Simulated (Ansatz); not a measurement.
# Mg2NbN3: response to strain

Start from Mg2NbN3 (space group C2/c, No. 15; a cell from a computed database, its experimental status unchecked).

```yaml
crystal:
  lattice:
    - [4.72508, -3.07275, 0.00000]
    - [4.72508, 3.07275, 0.00000]
    - [-2.63519, 0.00000, 5.03695]
  atoms:
    - { symbol: Mg, position: [0.91560, 0.75460, 0.42280] }
    - { symbol: Mg, position: [0.08440, 0.24540, 0.57720] }
    - { symbol: Mg, position: [0.24540, 0.08440, 0.07720] }
    - { symbol: Mg, position: [0.75460, 0.91560, 0.92280] }
    - { symbol: Nb, position: [0.58880, 0.41120, 0.75000] }
    - { symbol: Nb, position: [0.41120, 0.58880, 0.25000] }
    - { symbol: N, position: [0.90044, 0.09956, 0.75000] }
    - { symbol: N, position: [0.09956, 0.90044, 0.25000] }
    - { symbol: N, position: [0.58670, 0.72545, 0.07352] }
    - { symbol: N, position: [0.41330, 0.27455, 0.92648] }
    - { symbol: N, position: [0.27455, 0.41330, 0.42648] }
    - { symbol: N, position: [0.72545, 0.58670, 0.57352] }
```

Cartesian axes are those of the cell as printed.

Strains are applied to the cell and any free atomic positions relax; under biaxial strain the out-of-plane vector relaxes too.

Calculations: PBEsol in Ansatz (plane waves to 420 eV, PAW, spin-orbit coupling left out).

Notes on the quantities. pressure: mean of the normal stresses, compression positive.

```json
[
 {"variant": "base", "band gap": "1.33 eV", "pressure": "0.00 GPa", "smallest direct gap": "1.98 eV"},
 {"variant": "biaxial strain −1.64 %, plane normal [001], relaxed out of plane", "band gap": "1.37 eV", "pressure": "2.60 GPa", "smallest direct gap": "2.04 eV"},
 {"variant": "biaxial strain +4.38 %, plane normal [001], relaxed out of plane", "band gap": "1.24 eV", "pressure": "-5.89 GPa", "smallest direct gap": "1.89 eV"},
 {"variant": "uniaxial strain ε_yy = −0.64 %", "band gap": "1.33 eV", "pressure": "0.93 GPa", "smallest direct gap": "1.98 eV"}
]
```

No phonon test of stability was made.

Ansatz is an electronic-structure program.
